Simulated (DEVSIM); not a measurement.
Device: illuminated Si p-on-n cell, one wavelength, at 400 K.

Layer 1 from the left is Si, thickness (μm) 0.0950, Na (cm⁻³) 8.1e18, τn (s) 6.8e-8, τp (s) 2e-8, absorption coefficient (cm⁻¹) 24000. Layer 2 from the left is Si, thickness (μm) 28.0, Nd (cm⁻³) 7.3e15, τn (s) 5.7e-7, τp (s) 5.7e-7, absorption coefficient (cm⁻¹) 24000.

Left contact: ohmic, minority electron recombination velocity 30 cm/s. Right contact: ohmic, minority hole recombination velocity 1e6 cm/s. Voltage is applied to the left contact. Recombination: SRH at mid-gap, radiative, Auger. Gap narrowing is on: ΔEg = 6.92 meV × (l + √(l² + 0.5)), l = ln(N/1.3e17 cm⁻³), shared equally by both band edges. Light enters at the left, 4.8e16 photons cm⁻² s⁻¹, one pass, no reflection. Mobility is μmin + (μ − μmin)/(1 + (N/Nref)^α).

This is a model device: material constants are rounded textbook-type values typed into the input, and sizes, dopings and lifetimes were drawn at random. Values at 300 K; Nc and Nv go as T^1.5, mobilities as T to minus their exponent, the gap by Varshni's rule with the affinity fixed.

Si: gap (eV) 1.124, affinity (eV) 4.05, permittivity 11.7, Nc (cm⁻³) 2.86e19, Nv (cm⁻³) 3.1e19, μn (cm²/Vs) 1417, μp (cm²/Vs) 470, μn,min 52, μp,min 45, Nref,n 9.7e16, Nref,p 2.2e17, αn 0.68, αp 0.72, T exponent of μn 2.3, T exponent of μp 2.2, B (cm³/s) 4.7e-15, Cn (cm⁶/s) 2.8e-31, Cp (cm⁶/s) 9.9e-32, Varshni α (eV/K) 0.000473, Varshni β (K) 636.

DEVSIM, 1D drift-diffusion, Boltzmann statistics, complete ionisation; no tunnelling, impact ionisation, image-force lowering or self-heating.

Dark forward current:

| |V| (V) | |J| (A/cm²) |
|---|---|
| 0.05 | 1.570e-5 |
| 0.10 | 7.091e-5 |
| 0.15 | 0.0002833 |
| 0.20 | 0.001139 |
| 0.25 | 0.004668 |
| 0.30 | 0.01939 |
| 0.35 | 0.08063 |
| 0.40 | 0.3261 |
| 0.45 | 1.205 |
| 0.50 | 3.810 |
| 0.55 | 10.33 |
| 0.60 | 25.06 |
| 0.65 | 56.33 |
| 0.70 | 120.4 |
| 0.75 | 249.1 |
| 0.80 | 502.6 |
| 0.85 | 983.4 |
| 0.90 | 1815 |
| 0.95 | 3047 |

Q: Work out the local ideality factor n = ΔV / (kT/q · ln(J2/J1)) between the rows 0.15 and 0.20 V, 0.30 and 0.35 V, 0.90 and 0.95 V.

A: kT/q = 34.47 mV. From 0.15 to 0.20 V: ln(0.001139/0.0002833) = 1.391, n = 1.04, near the 1 of diffusion or emission over a barrier. From 0.30 to 0.35 V: ln(0.08063/0.01939) = 1.425, n = 1.02, near the 1 of diffusion or emission over a barrier. From 0.90 to 0.95 V: ln(3047/1815) = 0.518, n = 2.80.

Q: What current could the absorbed light give at most, and what share is collected?

A: Σ αd = 67.4, so qΦ(1 − exp(−Σ αd)) = 7.69 mA/cm². The simulated short-circuit current is 7.618 mA/cm², a share of 0.99.

Q: Estimate the open-circuit voltage by superposition: the voltage at which the dark current equals that short-circuit current.

A: Interpolating ln J in the table gives 0.267 V. The simulation gives 0.267 V, the same within the digits that matter. Superposition holds where collection doesn't change with voltage.
